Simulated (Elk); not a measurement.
Elk run on Ti2Te2P (R-3m, 5 atoms in the cell): self-consistent single point.

Method: LDA (PW92), all-electron FP-LAPW, Elk's shipped species files, APW+lo basis with extra local orbitals in Elk.

The change in words: lattice scaled by 0.98. Reference geometry:
```yaml
crystal:
  lattice:
    - [1.82518, 1.05377, 9.94446]
    - [-1.82518, 1.05377, 9.94446]
    - [0.00000, -2.10754, 9.94446]
  atoms:
    - { symbol: Ti, position: [0.62216, 0.62216, 0.62216] }
    - { symbol: Ti, position: [0.37784, 0.37784, 0.37784] }
    - { symbol: Te, position: [0.22825, 0.22825, 0.22825] }
    - { symbol: Te, position: [0.77175, 0.77175, 0.77175] }
    - { symbol: P, position: [0.00000, 0.00000, 0.00000] }
```

Reference input (self-consistent single point, DFT, LDA (PW92), all-electron FP-LAPW, Elk's shipped species files, APW+lo basis with extra local orbitals): xctype = 3; rgkmax = 7.5; stype = 3; swidth = 0.00367493 Ha; ngridk = 6 6 6; tforce = true; gmaxvr = 18 1/bohr; lmaxapw = 10; lmaxo = 8; nxlo = 2; lorbcnd = true; lradstp = 2. This run's input differs from it in these lines:

```diff
@@ -46,8 +46,8 @@
 scale
-  19.20968964
+  18.82549602
 
 avec
-    0.1795494942    0.1036629488    0.9782719316
-   -0.1795494942    0.1036629488    0.9782719316
-    0.0000000000   -0.2073258977    0.9782719316
+    0.1795494748    0.1036629667    0.9782719333
+   -0.1795494748    0.1036629667    0.9782719333
+    0.0000000000   -0.2073258461    0.9782719425
```

Output, abridged:

```
│ Self-consistent loop started │
│ Loop number : 1 │
 total energy                :     -15638.2049562
│ Loop number : 2 │
 total energy                :     -15638.3601423
RMS change in Kohn-Sham potential (target) :   0.2112313757     (  0.1000000000E-05)
Absolute change in total energy (target)   :   0.1551860842     (  0.1000000000E-03)
│ Loop number : 3 │
 total energy                :     -15638.4202313
RMS change in Kohn-Sham potential (target) :   0.1942566888     (  0.1000000000E-05)
Absolute change in total energy (target)   :   0.9888545903E-01 (  0.1000000000E-03)
│ Loop number : 4 │
   [... lines left out ...]
Absolute change in total energy (target)   :   0.1627194179E-02 (  0.1000000000E-03)
│ Loop number : 14 │
 total energy                :     -15627.8012075
RMS change in Kohn-Sham potential (target) :   0.6800655858E-06 (  0.1000000000E-05)
Absolute change in total energy (target)   :   0.4332327771E-03 (  0.1000000000E-03)
│ Loop number : 15 │
 total energy                :     -15627.8012413
RMS change in Kohn-Sham potential (target) :   0.1464930532E-06 (  0.1000000000E-05)
Absolute change in total energy (target)   :   0.7452831233E-04 (  0.1000000000E-03)
Convergence targets achieved

│ Loop number : 16 │

Energies :
 Fermi                       :     0.274869403517
 total energy                :     -15627.8012303

Density of states at Fermi energy :    70.41412965
 (states/Hartree/unit cell)

Estimated indirect band gap :   0.3469802686E-02
 from k-point     28 to k-point     24
Estimated direct band gap   :   0.6504979599E-02
 at k-point      1

Charges :
 core                        :    102.0000000
 valence                     :    61.00000000
 interstitial                :    9.734267190
 muffin-tins (core leakage)
  species :    1 (Ti)
   atom    1                 :    20.25570834     (  0.1802019867E-08)
   atom    2                 :    20.25570834     (  0.1802019867E-08)
  species :    2 (Te)
   atom    1                 :    49.73097132     (  0.7357245135E-03)
   [... lines left out ...]
   total force               :     0.00000000    0.00000000    0.00651341
   total magnitude           :     0.00651341
 species :    3 (P)
  atom :    1
   Hellmann-Feynman          :     0.00000000    0.00000000    0.00000000
   IBS                       :     0.00000000    0.00000000   -0.00000000
   total force               :     0.00000000    0.00000000    0.00000000
   total magnitude           :     0.00000000
```

The run converged in 16 iterations. The count includes the last loop, which Elk runs after its targets are met. Against the reference run the free energy falls by 25.6 meV/atom.

The starting cell comes from a database of computed structures (which also holds hypothetical and non-ambient phases and stackings), without a prior relaxation at this level. For this run, on top of that: lattice scaled by 0.98. Spin-orbit coupling is off. Spin polarisation is off, so a magnetic state, if there is one, cannot be reached. Values depend on the basis (sphere radii, cutoffs, local orbitals), which need not be converged. The log's line on a gap gives a spacing of levels on this mesh, which the program prints for metals too.

Cost on one core of a shared machine: roughly 6 min.
